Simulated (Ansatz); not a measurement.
**Rh: response to strain**

Start from Rh in the fcc (Cu type) structure (space group Fm-3m, No. 225; a = 3.782 Å; relaxed with 0.1 eV smearing).

Strains are applied to the cell and any free atomic positions relax.

All numbers come from Ansatz (a first-principles code), PBEsol, PAW, cutoff 420 eV, scalar-relativistic without spin-orbit coupling.

Notes on the quantities. energy relative to the base: free energy F.

| change | energy relative to the base | pressure | shortest interatomic distance |
|---|---|---|---|
| base | 0 meV/atom | 0.0 GPa | 2.674 Å |
| isotropic strain −3.00 % | +114 meV/atom | 33.8 GPa | 2.594 Å |
| isotropic strain −2.50 % | +77 meV/atom | 27.0 GPa | 2.607 Å |
| isotropic strain −1.50 % | +27 meV/atom | 14.9 GPa | 2.634 Å |
| isotropic strain −1.00 % | +12 meV/atom | 9.5 GPa | 2.647 Å |
| isotropic strain −0.50 % | +2.8 meV/atom | 4.6 GPa | 2.661 Å |
| isotropic strain +1.50 % | +24 meV/atom | -11.7 GPa | 2.714 Å |
| isotropic strain +2.00 % | +41 meV/atom | -14.9 GPa | 2.727 Å |
| isotropic strain +2.50 % | +63 meV/atom | -17.9 GPa | 2.741 Å |
| isotropic strain +3.00 % | +89 meV/atom | -20.7 GPa | 2.754 Å |

Stability against distortions was not tested. All final runs are without spin polarisation. Rh lies near a magnetic instability that expansion can trigger; it was not tested.
